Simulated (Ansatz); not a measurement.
## How the smallest direct gap on the k points sampled of MgO (model structure, started from the HgO type, Fm-3m, No. 225, 6 atoms in the cell) moves with the method

No measured value is used here.

| level (code) | value (eV) | cell (Å³/atom) |
|---|---|---|
| LDA (Ansatz) | 5.03 | 9.00 |
| PBE (Ansatz) | 4.46 | 9.62 |
| PBEsol (Ansatz) | 4.62 | 9.36 |
| PBE-D3(BJ) (Ansatz) | 4.77 | 9.31 |
| r²SCAN (Ansatz) | 5.69 | 9.29 |
| r²SCAN+rVV10 (Ansatz) | 5.71 | 9.23 |
| G0W0@PBEsol (Ansatz) | 7.52 | 9.35 |

Computed values are for a static lattice.  Values are at the level's own equilibrium cell; G0W0@PBEsol at the PBEsol cell. Cutoffs differ between the levels. Ansatz's density-functional and Hartree–Fock values are scalar-relativistic unless marked +SOC, with PAW data made under PBE.

A model structure was made by putting elements into a prototype or built by hand; here it ended with the formula and space group of a phase in our tables.

Ansatz is a program for electronic structure.
